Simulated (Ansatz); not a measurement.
System: CsCl-type RbBr (model structure). Method: LDA in Ansatz (PAW).

Run with plane-wave cutoff 500 eV, 8×8×8 k mesh, gaussian smearing 0.02 eV, scalar-relativistic PAW data made under PBE.

Cell (relaxed at this level):

```cif
data_BrRb
_chemical_formula_sum 'Rb1 Br1'
_space_group_name_H-M_alt 'Pm-3m'
_space_group_IT_number 221
_space_group_name_Hall '-P 4 2 3'
_cell_length_a 3.96704
_cell_length_b 3.96704
_cell_length_c 3.96704
_cell_angle_alpha 90.000
_cell_angle_beta 90.000
_cell_angle_gamma 90.000
loop_
_atom_site_label
_atom_site_type_symbol
_atom_site_symmetry_multiplicity
_atom_site_Wyckoff_symbol
_atom_site_fract_x
_atom_site_fract_y
_atom_site_fract_z
_atom_site_occupancy
Rb1 Rb 1 a 0.00000 0.00000 0.00000 1
Br1 Br 1 b 0.50000 0.50000 0.50000 1
```

Task: Give the computed band gap.

Result: 
band gap: 4.11 eV (on the SCF k mesh)

Note: the relaxation could raise the start's symmetry but not lower it, so the cell can be a saddle point.

Spin–orbit coupling is not included.

Computed values are for the static lattice.

The result took about 13 core-seconds (a rough figure).

A model structure was made by putting elements into a prototype or built by hand; it is no filed structure, need not be a known phase, and can be a saddle point held by its symmetry.

Ansatz is a quantum-chemistry and plane-wave program.
